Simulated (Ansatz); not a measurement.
Start from Sb in the diamond structure (space group Fd-3m, No. 227; a = 6.871 Å; a hypothetical phase, not in the database extracts checked; relaxed with 0.1 eV smearing). Axes: x, y, z lie along the cube axes.

All numbers come from Ansatz (a first-principles code) PBEsol, no spin-orbit coupling.

Base values:

| Item | Value |
|---|---|
| Volume per atom | 40.55 Å³ |

Perturbation: tensile biaxial strain of 2.31 % in the plane normal to [001], as in epitaxy on a mismatched substrate; the out-of-plane cell vector and the atoms relax.

Q: Estimate the effect on the energy relative to the base and volume per atom.

A: The energy decreases by 6.5 meV/atom; the volume per atom falls by 1.213 Å³, from 40.55 Å³ to 39.33 Å³.

Whether these cells are dynamically stable was not tested. Under biaxial strain +2.31 %, plane normal [001], relaxed out of plane the cell ends below the base's energy or with stress of the wrong sign: the atoms slid into a distortion or the cell is elastically unstable, so the base is not a stable minimum at this level.
